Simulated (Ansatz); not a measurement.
Input and output of a self-consistent single point for LuAg₄ (I4, 5 atoms in the cell) (Ansatz, a program for electronic structure).

Method: PBEsol, default PAW files made with PBE (plane waves; Ansatz).

The change in words: lattice scaled by 0.98; basis.ecutrho_ratio: default → 3. Reference geometry:
```
LuAg4
1.0
   -3.31879     3.31879     2.07391
    3.31879    -3.31879     2.07391
    3.31879     3.31879    -2.07391
Lu Ag
1 4
Cartesian
  0.00000   0.00000   0.05000
  2.01012   0.65174   2.07391
  1.30866   2.66704   0.00000
 -0.65174   2.01012   2.07391
  3.97053   1.30866   0.00000
```

Reference input (self-consistent single point, DFT, PBEsol, plane waves, default PAW files made with PBE): basis.ecutwfc = 420 eV; kpoints.mp_grid.grid = 5 5 5; hamiltonian.xc = pbesol; hamiltonian.pseudopotentials = {kind: paw} (the program's default PAW files); scf.occupations.method = gaussian; scf.occupations.width = 0.1 eV. This run's input differs from it in these lines:

Ansatz 0.2 input:
```diff
@@ -3,5 +3,5 @@
   lattice:
-    - [-3.318788, 3.318788, 2.073908]
-    - [3.318788, -3.318788, 2.073908]
-    - [3.318788, 3.318788, -2.073908]
+    - [-3.252412, 3.252412, 2.032430]
+    - [3.252412, -3.252412, 2.032430]
+    - [3.252412, 3.252412, -2.032430]
   atoms:
@@ -14,2 +14,3 @@
   ecutwfc: 420.0
+  ecutrho_ratio: 3
 kpoints:
```

The program printed (abridged):

```
SCF iter   1: F=—  HF=-44701.602956 eV  |F-HF|=—  |Δ(HF+E_count)|=         —  Δρ=9.68e-3  dr2=7.95e-2  ethr=1.77e-3  ⟨swp⟩=5.5  Hψ=5477  notcnv=0  defer=8
all-band conjugate gradients solve this SCF's bands
preconditioner: auto → Kerker (q_TF=auto, 2.802 Å⁻¹)
SCF iter   2: F=—  HF=-44701.580026 eV  |F-HF|=—  |Δ(HF+E_count)|=   2.29e-2  Δρ=2.47e-3  dr2=4.80e-3  ethr=7.87e-5  ⟨swp⟩=2.1  Hψ=2579  notcnv=0  defer=17
   [... lines left out ...]
SCF iter   5: F=—  HF=-44701.578689 eV  |F-HF|=—  |Δ(HF+E_count)|=   1.36e-4  Δρ=1.46e-4  dr2=2.84e-5  ethr=2.51e-7  ⟨swp⟩=2.2  Hψ=2385  notcnv=0  defer=17
SCF iter   6: F=—  HF=-44701.578692 eV  |F-HF|=—  |Δ(HF+E_count)|=   2.50e-6  Δρ=7.25e-5  dr2=4.40e-6  ethr=2.81e-8  ⟨swp⟩=2.1  Hψ=2199  notcnv=0  defer=17
SCF iter   7: F=—  HF=-44701.578691 eV  |F-HF|=—  |Δ(HF+E_count)|=   8.88e-7  Δρ=2.02e-5  dr2=3.23e-7  ethr=4.36e-9  ⟨swp⟩=2.0  Hψ=2240  notcnv=0  defer=17
SCF iter   8: F=-44701.578691 eV  HF=-44701.578691 eV  |F-HF|=6.74e-8  |Δ(HF+E_count)|=   1.84e-7  Δρ=9.84e-6  dr2=7.32e-8  ethr=9.90e-11  ⟨swp⟩=11.6  Hψ=8475  notcnv=0
SCF 1 converged in 8 iterations: F = -44701.578691 eV  dr2 = 7.32e-8
Free energy (F): -44701.578691 eV
Internal energy: -44701.571036 eV  (E = F + TS)
E sigma→0 (E₀):  -44701.574864 eV
Entropy (-TS):   -0.007654 eV (-1.531 meV/atom)
Fermi energy:    18.732604 eV
--- Forces (eV/Å), atoms counted from 1 ---
  atom   1  Lu     0.00000000    -0.00000000    -0.43188172
  atom   2  Ag     0.05832188    -0.02372604     0.10796738
  atom   3  Ag    -0.05832188     0.02372604     0.10796738
  atom   4  Ag     0.02372604     0.05832188     0.10796738
  atom   5  Ag    -0.02372604    -0.05832188     0.10796738
--- Stress (GPa, compression-positive) ---
        5.391539       0.000000       0.000000
       -0.000000       5.391539       0.000000
        0.000000       0.000000       6.054077
  P = ⅓ Tr σ = 5.6124 GPa (56.124 kbar)
  The stress holds the Pulay correction, which leaves out the density cutoff's part. Without it, at fixed plane waves, as pw.x and ABINIT print it …
settings of this run that can trade accuracy for cost: basis.ecutrho_ratio < 4. Do not mix this run's numbers with those of runs without the same settings …
```

The run converged in 8 iterations. Against the reference run the free energy rises by 12.4 meV/atom, the pressure goes from -1.48 to 5.61 GPa and the largest force goes from 0.359 to 0.432 eV/Å. The full log also holds: “WARN basis.ecutrho_ratio = 3 (ecutrho = 1260 eV) is below the records' recommended cutoff”.

The starting cell comes from a database of computed structures (which also holds hypothetical and non-ambient phases and stackings), without a prior relaxation at this level. Its lattice was rescaled by up to half a per cent. One atom was moved a little off its site on purpose. For this run, on top of that: lattice scaled by 0.98. Ansatz's pressure includes its estimate of the finite-basis (Pulay) stress. The cutoff lies below the one recommended for these files.
